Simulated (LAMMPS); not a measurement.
LAMMPS input (classical MD, pair style eam, the elements' _u3.eam files (universal-3 set of Foiles, Baskes and Daw)):

```
units metal
atom_style atomic
atom_modify map array
boundary p p p
read_data cell.data
replicate 10 10 10
pair_style eam
pair_coeff 1 1 Cu_u3.eam
pair_coeff 2 2 Ag_u3.eam
pair_coeff 3 3 Au_u3.eam
pair_coeff 4 4 Ni_u3.eam
pair_coeff 5 5 Pd_u3.eam
pair_coeff 6 6 Pt_u3.eam
mass 1 63.5460
mass 2 107.8682
mass 3 196.9666
mass 4 58.6934
mass 5 106.4200
mass 6 195.0840
neighbor 1.5 bin
neigh_modify every 1 delay 0 check yes one 6000 page 200000
timestep 0.002
compute xu all property/atom xu yu zu
thermo_style custom step temp pe etotal enthalpy press vol lx ly lz
thermo_modify norm no flush no
thermo 1000
fix br all box/relax aniso 0 vmax 0.001
min_style cg
minimize 0 0.0001 3000 15000
unfix br
velocity all create 2220 6136438 dist gaussian mom yes
fix md0 all npt temp 1110 1110 0.1 aniso 0 0 1.0 drag 1.0
run 5000
unfix md0
fix md0 all npt temp 1110 1110 0.1 aniso 0 0 1.0
run 15000
unfix md0
change_box all x final 0 41.99725 y final 0 41.99859 z final 0 42.02262 remap units box
fix md0 all nvt temp 1110 1110 0.1
run 1500
unfix md0
fix md0 all nvt temp 1110 1110 1.0
run 15000
unfix md0
fix md0 all nve
run 4000
unfix md0
```

cell.data:

```
Ag4

4 atoms
6 atom types

0 4.090000 xlo xhi
0 4.090000 ylo yhi
0 4.090000 zlo zhi

Masses

1 63.5460 # Cu
2 107.8682 # Ag
3 196.9666 # Au
4 58.6934 # Ni
5 106.4200 # Pd
6 195.0840 # Pt

Atoms # atomic

1 2 0.000000 0.000000 0.000000
2 2 0.000000 2.045000 2.045000
3 2 2.045000 0.000000 2.045000
4 2 2.045000 2.045000 0.000000
```

End of the log (thermodynamic rows thinned):

```
# run of 15000 steps: all nvt temp 1110 1110 1.0
   Step         temp           pe       etotal        press          vol           lx           ly           lz
  21551      1095.64     -10707.1     -10140.8     -200.106      74120.6      41.9973      41.9986      42.0226
  22151      1121.03     -10709.9     -10130.4     -265.479      74120.6      41.9973      41.9986      42.0226
  22751      1129.54       -10698     -10114.1      1157.13      74120.6      41.9973      41.9986      42.0226
  23351      1121.55     -10703.8     -10124.1      369.249      74120.6      41.9973      41.9986      42.0226
  23951      1100.19       -10705     -10136.3      375.227      74120.6      41.9973      41.9986      42.0226
  24551      1109.48     -10708.5       -10135     -141.375      74120.6      41.9973      41.9986      42.0226
  25151      1100.06     -10700.3     -10131.7      587.899      74120.6      41.9973      41.9986      42.0226
  25751       1120.9     -10705.3     -10125.9      12.8357      74120.6      41.9973      41.9986      42.0226
  26351      1127.48     -10705.4     -10122.6      256.707      74120.6      41.9973      41.9986      42.0226
  26951      1121.69     -10714.8       -10135     -715.792      74120.6      41.9973      41.9986      42.0226
  27551       1108.2     -10719.6     -10146.7     -1244.34      74120.6      41.9973      41.9986      42.0226
  28151      1089.08     -10699.5     -10136.6      443.242      74120.6      41.9973      41.9986      42.0226
  28751      1110.01     -10692.2     -10118.4      1499.64      74120.6      41.9973      41.9986      42.0226
  29351      1115.33       -10701     -10124.4      447.669      74120.6      41.9973      41.9986      42.0226
  29951      1096.61     -10703.1     -10136.3      30.7113      74120.6      41.9973      41.9986      42.0226
  30551       1093.8     -10706.5     -10141.1     -128.231      74120.6      41.9973      41.9986      42.0226
  31151      1106.45     -10695.3     -10123.3      1272.12      74120.6      41.9973      41.9986      42.0226
  31751      1129.95       -10698     -10113.9      809.576      74120.6      41.9973      41.9986      42.0226
  32351      1121.53     -10708.9     -10129.2     -252.756      74120.6      41.9973      41.9986      42.0226
  32951       1106.4     -10710.5     -10138.6     -239.185      74120.6      41.9973      41.9986      42.0226
  33551      1098.06     -10704.5     -10136.9      398.532      74120.6      41.9973      41.9986      42.0226
  34151       1118.9     -10705.1     -10126.7      342.777      74120.6      41.9973      41.9986      42.0226
  34751      1129.04     -10686.8     -10103.2      2464.81      74120.6      41.9973      41.9986      42.0226
  35351      1144.59     -10705.8     -10114.2      287.649      74120.6      41.9973      41.9986      42.0226
  35951      1122.71     -10707.9     -10127.5     -130.238      74120.6      41.9973      41.9986      42.0226
# run of 4000 steps: all nve
   Step         temp           pe       etotal        press          vol           lx           ly           lz
  36503      1133.76       -10722     -10135.9     -992.358      74120.6      41.9973      41.9986      42.0226
  36663      1118.38       -10714     -10135.9     -562.565      74120.6      41.9973      41.9986      42.0226
  36823      1100.48     -10704.8     -10135.9      174.032      74120.6      41.9973      41.9986      42.0226
  36983      1113.08     -10711.3     -10135.9     -508.957      74120.6      41.9973      41.9986      42.0226
  37143      1086.37     -10697.5     -10135.9      750.348      74120.6      41.9973      41.9986      42.0226
  37303      1092.32     -10700.6     -10135.9      448.621      74120.6      41.9973      41.9986      42.0226
  37463       1102.4     -10705.8     -10135.9      281.468      74120.6      41.9973      41.9986      42.0226
  37623      1103.11     -10706.1     -10135.9      279.768      74120.6      41.9973      41.9986      42.0226
  37783      1135.73       -10723     -10135.9     -1377.83      74120.6      41.9973      41.9986      42.0226
  37943      1127.09     -10718.6     -10135.9     -1258.28      74120.6      41.9973      41.9986      42.0226
  38103      1111.01     -10710.2     -10135.9      -462.02      74120.6      41.9973      41.9986      42.0226
  38263      1104.37     -10706.8     -10135.9      122.284      74120.6      41.9973      41.9986      42.0226
  38423      1114.25     -10711.9     -10135.9     -273.696      74120.6      41.9973      41.9986      42.0226
  38583      1104.09     -10706.7     -10135.9      92.8941      74120.6      41.9973      41.9986      42.0226
  38743      1106.88     -10708.1     -10135.9       75.839      74120.6      41.9973      41.9986      42.0226
  38903      1115.22     -10712.4     -10135.9     -608.829      74120.6      41.9973      41.9986      42.0226
  39063      1117.46     -10713.6     -10135.9     -547.599      74120.6      41.9973      41.9986      42.0226
  39223      1102.77       -10706     -10135.9      250.718      74120.6      41.9973      41.9986      42.0226
  39383      1099.12     -10704.1     -10135.9      612.804      74120.6      41.9973      41.9986      42.0226
  39543      1103.26     -10706.2     -10135.9     -173.092      74120.6      41.9973      41.9986      42.0226
  39703       1103.2     -10706.2     -10135.9      185.878      74120.6      41.9973      41.9986      42.0226
  39863      1113.83     -10711.7     -10135.9     -565.617      74120.6      41.9973      41.9986      42.0226
  40023      1104.78       -10707     -10135.9      159.483      74120.6      41.9973      41.9986      42.0226
  40183      1116.91     -10713.3     -10135.9     -655.856      74120.6      41.9973      41.9986      42.0226
  40343      1102.08     -10705.6     -10135.9      214.493      74120.6      41.9973      41.9986      42.0226
```

The state found is crystal; no diffusion seen in 30 ps, the density is 9.6653 ± 0.0007 g/cm³ and the volume per atom is 18.532 ± 0.001 Å³. The enthalpy per atom is -2.5332 ± 0.0002 eV and the first peak of g(r) comes out as 2.89 Å, height 3.7. The coordination number is 12.1 (counted to 3.66 Å).
